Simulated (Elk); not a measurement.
**Cost against accuracy: ngridk for HfIr3 (Pm-3m, 4 atoms in the cell)**

```
CELL_PARAMETERS angstrom
      3.94503     0.00000     0.00000
      0.00000     3.94503     0.00000
      0.00000     0.00000     3.94503
ATOMIC_POSITIONS crystal
  Hf 0.00000 0.00000 0.00000
  Ir 0.00000 0.50000 0.50000
  Ir 0.50000 0.00000 0.50000
  Ir 0.50000 0.50000 0.00000
```

Level of theory: PBEsol, all-electron FP-LAPW, Elk's shipped species files, APW+lo basis with extra local orbitals (Elk 10.2.4).

Base settings: xctype = 22; rgkmax = 7.5; stype = 1; swidth = 0.00367493 Ha; ngridk = 7 7 7; tforce = true; gmaxvr = 18 1/bohr; lmaxapw = 10; lmaxo = 8; nxlo = 2.

Misses are taken against the tightest run, 13 13 13, which need not be fully converged itself. The energy is the total energy (no entropy term) per atom.

Core times come from one kind of shared machine and are given to one figure; runs under 30 s give none.

The starting cell comes from a database of computed structures (which also holds hypothetical and non-ambient phases and stackings), without a prior relaxation at this level. Its lattice was rescaled by a random factor within 2.5 % of one. Spin polarisation is off. Values depend on the basis (sphere radii, cutoffs, local orbitals), which need not be converged.

| ngridk | energy less reference (meV/atom) | core time / reference (rough) |
|---|---|---|
| 1 1 1 | 2701.59 | 0.08 |
| 2 2 2 | -95.00 | 0.08 |
| 3 3 3 | -12.03 | 0.08 |
| 4 4 4 | -3.57 | 0.1 |
| 5 5 5 | -2.95 | 0.1 |
| 6 6 6 | -0.14 | 0.2 |
| 7 7 7 | 0.46 | 0.2 |
| 8 8 8 | 3.65 | 0.3 |
| 9 9 9 | -1.24 | 0.4 |
| 11 11 11 | 1.62 | 0.9 |
| 13 13 13 | 0.00 | 1 |

Coarsest setting among those run that, with all tighter ones, holds the energy within 20 meV/atom of the reference: 3 3 3, off by 12 meV/atom; it needs about 0.08 of the reference's time.

Coarsest setting among those run that, with all tighter ones, holds the energy within 10 meV/atom of the reference: 4 4 4, off by 3.6 meV/atom; it needs about 0.1 of the reference's time.

The step from 2 2 2 to 9 9 9: it takes the miss in the energy from 95 to 1.2 meV/atom, for roughly 5 times the time.
